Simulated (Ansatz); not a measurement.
Data:

```
CaF2
1.0
    3.83490     0.00000     0.00000
    0.00000     3.83490     0.00000
    1.91745    -1.91745     2.72413
Ca F
1 2
Direct
  0.00000   0.00000   0.00000
  0.75000   0.75000   0.50000
  0.25000   0.25000   0.50000
```

No spin polarisation.

Method: r2SCAN, PAW, 500 eV (Ansatz, a program for electronic structure; no spin-orbit coupling). Settings: 11×11×11 k-points, 0.05 eV Fermi–Dirac smearing.

What electron mass does the calculation give?

0.56 mₑ (at Γ).

Predict the gap character.

Indirect, X → Γ.

The cells carry an imposed strain or load. Effective masses come from finite differences of ±0.01 Å⁻¹. Whether these cells are dynamically stable was not tested. The cell was made from CaF$_{2}$ in the fluorite structure (space group Fm-3m, No. 225) by this change: biaxial strain −0.29 %, plane normal [001], relaxed out of plane.
